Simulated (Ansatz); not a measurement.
# Pressure series in hypothetical anti-perovskite Mg3PbO

Take Mg$_{3}$PbO in the anti-perovskite structure (space group Pm-3m, No. 221; a hypothetical phase, not in the database extracts checked) as the base.

```
CELL_PARAMETERS angstrom
      4.43406     0.00000     0.00000
      0.00000     4.43406     0.00000
      0.00000     0.00000     4.43406
ATOMIC_POSITIONS crystal
  Mg 0.00000 0.50000 0.50000
  Mg 0.50000 0.00000 0.50000
  Mg 0.50000 0.50000 0.00000
  Pb 0.00000 0.00000 0.00000
  O  0.50000 0.50000 0.50000
```

Cell and atoms are relaxed at each pressure.

Calculations: Ansatz (an electronic-structure program) PBE, no spin-orbit coupling.

Notes on the quantities. enthalpy: H = E + PV relative to the base's energy.

```csv
variant,enthalpy,shortest interatomic distance
base,–,2.217 Å
pressure −2 GPa,-0.22 eV/atom,2.242 Å
pressure −1 GPa,-0.11 eV/atom,2.229 Å
pressure 0.3 GPa,+0.03 eV/atom,2.214 Å
pressure 0.7 GPa,+0.08 eV/atom,2.209 Å
pressure 1.5 GPa,+0.16 eV/atom,2.201 Å
pressure 3 GPa,+0.32 eV/atom,2.185 Å
pressure 5 GPa,+0.53 eV/atom,2.167 Å
pressure 7.5 GPa,+0.78 eV/atom,2.147 Å
pressure 10 GPa,+1.02 eV/atom,2.130 Å
```

Load acts through the strain it causes; cell and atoms are relaxed under it. Whether these cells are dynamically stable was not tested. Competing high-pressure phases were not computed. All final runs are without spin polarisation.
